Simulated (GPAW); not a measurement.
A self-consistent single point of BC₇ (P1, 8 atoms in the cell) with GPAW.

Method: PBEsol, GPAW PAW datasets PBEsol (made by gpaw-setup) (plane waves; GPAW).

The change in words: lattice scaled by 0.98. Reference geometry:
```
CELL_PARAMETERS angstrom
      2.53582     0.00000     0.00000
     -1.26791     2.19609     0.00000
      0.00000     0.00000     8.52227
ATOMIC_POSITIONS crystal
  B  0.00397 0.99657 0.32215
  C  0.00285 0.00148 0.51108
  C  0.33352 0.65932 0.99752
  C  0.34313 0.67500 0.81952
  C  0.66444 0.33841 0.75349
  C  0.64238 0.31644 0.57265
  C  0.67394 0.32819 0.06597
  C  0.66910 0.35126 0.24009
```

Reference input (self-consistent single point, DFT PBEsol, plane waves, GPAW PAW datasets PBEsol (made by gpaw-setup)): mode = pw; ecut = 950 eV; xc = PBEsol; kpts = 10 10 3; mesh shift (steps) = 0 0 0; occupations.name = methfessel-paxton; occupations.width = 0.2 eV; occupations.order = 0; nbands = -12; convergence.density = 1e-05 e/electron; convergence.energy = 1e-05 eV/electron; symmetry.symmorphic = false. This run's input differs from it in these lines:

```diff
@@ -5,5 +5,5 @@
 atoms = Atoms(['B', 'C', 'C', 'C', 'C', 'C', 'C', 'C'],
-              cell=[[2.535820, 0.000000, 0.000000],
-                    [-1.267910, 2.196085, 0.000000],
-                    [0.000000, 0.000000, 8.522270]],
+              cell=[[2.485104, 0.000000, 0.000000],
+                    [-1.242552, 2.152163, 0.000000],
+                    [0.000000, 0.000000, 8.351825]],
               scaled_positions=[[0.003966, -0.003426, 0.322153],
```

Output (repeated stretches shortened):

```
     iter     time        total  log10-change:
                         energy   eigst   dens
iter:   1 --:--:--   -76.003631
iter:   2 --:--:--   -75.490545   -1.88  -0.82
iter:   3 --:--:--   -74.223332   -1.46  -0.85
iter:   4 --:--:--   -73.548145   -1.43  -1.02
iter:   5 --:--:--   -73.363182   -2.03  -1.41
   [... 8 lines left out ...]
iter:  14 --:--:--   -73.320766   -4.13  -2.42
iter:  15 --:--:--   -73.320499   -4.74  -2.70
iter:  16 --:--:--   -73.320338   -5.15  -2.75
iter:  17 --:--:--   -73.320143   -5.19  -2.88
iter:  18 --:--:--   -73.320085c  -5.86  -3.28
iter:  19 --:--:--   -73.320052c  -5.94  -3.56
iter:  20 --:--:--   -73.320051c  -7.45c -4.01
iter:  21 --:--:--   -73.320051c  -8.07c -4.06
iter:  22 --:--:--   -73.320050c  -7.29  -4.11
iter:  23 --:--:--   -73.320050c  -8.28c -4.37
iter:  24 --:--:--   -73.320050c  -8.19c -4.46
iter:  25 --:--:--   -73.320050c  -8.97c -4.67
iter:  26 --:--:--   -73.320050c  -8.55c -4.77
iter:  27 --:--:--   -73.320050c  -9.04c -4.94
iter:  28 --:--:--   -73.320050c  -9.90c -5.10c
Converged after 28 iterations.

Dipole moment: (1.535267, -1.017893, -2.439299) |e|*Ang

Energy contributions relative to reference atoms: (reference = -7826.591103)

Kinetic:        +85.986176
Potential:      -76.640044
External:        +0.000000
XC:             -82.802662
Entropy (-ST):   -0.020396
Local:           +0.146679
SIC:             +0.000000
--------------------------
Free energy:    -73.330247
Extrapolated:   -73.320050

Showing only first 2 kpts
 Kpt  Band  Eigenvalues  Occupancy
  0    13     11.82053    0.00930
  0    14     13.85334    0.00000
  0    15     14.49823    0.00000
  0    16     17.64072    0.00000

  1    13     12.02982    0.00004
  1    14     13.66735    0.00000
  1    15     14.35180    0.00000
  1    16     17.92427    0.00000

Fermi level: 11.45271

No gap
   [... lines left out ...]
  2 C     0.33588    0.38715    1.70137
  3 C    -0.74261   -0.45879   -1.68194
  4 C     0.56233   -0.00983    0.79986
  5 C     1.57136    1.23238    0.35929
  6 C    -0.55899    0.06177   -1.07909
  7 C     0.39326   -0.74480   -0.26756

Stress tensor:
    -0.112179    -0.012781    -0.002377
    -0.012781    -0.123780    -0.003430
    -0.002377    -0.003430    -0.144327
Stress (GPa, Voigt): [-17.9731 -19.8318 -23.1238  -0.5496  -0.3808  -2.0477]
```

The run converged in 28 iterations. GPAW prints stress with tension positive. Against the reference run the free energy rises by 15.8 meV/atom and the largest force goes from 1.816 to 2.029 eV/Å.

At such cutoffs GPAW's stress carries a finite-basis (Pulay) error, which enters relaxed cells too; its log prints stress with tension positive.

The starting cell comes from a database of computed structures (which also holds hypothetical and non-ambient phases and stackings), without a prior relaxation at this level. Its atoms were displaced at random from the sites of space group no. 156. For this run, on top of that: lattice scaled by 0.98. Forces in this geometry exceed 1 eV/Å.

Cost on one core of a shared machine: roughly 9 min.
